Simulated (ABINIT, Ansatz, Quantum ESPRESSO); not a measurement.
MoOs (P-6m2, 2 atoms in the cell) computed with different codes at matched settings

Self-consistent single point, at a second geometry (lattice scaled by 0.98). First geometry:

```yaml
crystal:
  lattice:
    - [2.77731, 0.00000, 0.00000]
    - [-1.38865, 2.40522, 0.00000]
    - [0.00000, 0.00000, 4.49985]
  atoms:
    - { symbol: Mo, position: [0.66667, 0.33333, 0.50000] }
    - { symbol: Os, position: [0.33333, 0.66667, 0.00000] }
```

Shared settings, as Ansatz (a first-principles code) writes them: kpoints.mp_grid.grid = 14 14 7; scf.occupations.method = fermi_dirac; scf.occupations.width = 0.0037 Ry. Potentials and cutoffs stand in the table.

```tsv
code	model	ΔF from the first geometry (meV/atom)	pressure (GPa)	cutoff
ABINIT	PBEsol, PAW (JTH v2.0 PBE PAW, files made for PBE)	3.3	11.67	20 Ha
Quantum ESPRESSO	PBEsol, SSSP 1.1.2 efficiency (PBE) pseudopotentials	2.9	11.40	60 Ry
Ansatz	PBEsol, PAW files made with PBE	0.3	10.95	default
```

On Ansatz's run: spin-orbit coupling is off. Spin polarisation is off.

The spread over the programs that give each value: ΔF from the first geometry within 3.0 meV/atom; pressure within 0.72 GPa.

Ansatz's pressure is given at a fixed set of plane waves, as the other plane-wave codes print theirs; with its correction for the finite basis it is 11.02 GPa.

The starting cell comes from a database of computed structures (which also holds hypothetical and non-ambient phases and stackings), without a prior relaxation at this level. Its lattice was rescaled by a random factor within 2.5 % of one. For this run, on top of that: lattice scaled by 0.98.

Keys are those of Ansatz 0.2.
